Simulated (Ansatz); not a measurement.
Start from a 16-atom supercell of SiC (space group P6_3mc, No. 186) at its relaxed geometry.

```
CELL_PARAMETERS angstrom
      4.64118    -2.67959     0.00000
      1.54706     2.67959     0.00000
      0.00000     0.00000    10.12917
ATOMIC_POSITIONS crystal
  Si 0.00000 0.00000 0.00031
  Si 0.50000 0.50000 0.00031
  Si 0.00000 0.00000 0.50031
  Si 0.50000 0.50000 0.50031
  Si 0.16667 0.50000 0.75025
  Si 0.66667 0.00000 0.75025
  Si 0.83333 0.50000 0.25025
  Si 0.33333 0.00000 0.25025
  C  0.00000 0.00000 0.81285
  C  0.50000 0.50000 0.81285
  C  0.00000 0.00000 0.31285
  C  0.50000 0.50000 0.31285
  C  0.16667 0.50000 0.56221
  C  0.66667 0.00000 0.56221
  C  0.83333 0.50000 0.06221
  C  0.33333 0.00000 0.06221
```

Method: PBE/PAW in Ansatz (a quantum-chemistry and plane-wave program), no spin-orbit coupling, earlier PAW set.

One neutral defect a cell, atoms relaxed at fixed cell.

One change was made to it. Results:

The largest displacement of a host atom from its site in the perfect cell is 0.21 Å; the pressure goes from zero to -11.2 GPa.

Problem. What was done to the base?
A) Pb on a C site, symmetric start
B) C on a Si site (antisite)
C) Re on a Si site
D) C interstitial (started 1.98 Å from the nearest host atom), symmetric start
E) H interstitial (started 1.98 Å from the nearest host atom), symmetric start

Solution. B, C on a Si site (antisite). For comparison, the pressure in the other runs: Pb on a C site, symmetric start gives 30.3 GPa; H interstitial (started 1.98 Å from the nearest host atom), symmetric start gives 2.4 GPa; C interstitial (started 1.98 Å from the nearest host atom), symmetric start gives 13.8 GPa; Re on a Si site gives 7.4 GPa.

The magnetic state is the one reached from the starting moments; the real material's order can differ, and small cells can't hold many antiferromagnetic ones. In so small a cell the defect repeats every few ångströms: this is an ordered compound, not a dilute defect. The mesh was chosen for an insulator and is coarse for the gapless case. Defects with a symmetric start kept the site's symmetry and may sit on a saddle; the others started slightly shaken. Starting moments died away, wholly or in part, for C on a Si site (antisite), Pb on a C site, C interstitial (started 1.98 Å from the nearest host atom) and Re on a Si site; another magnetic solution may exist.
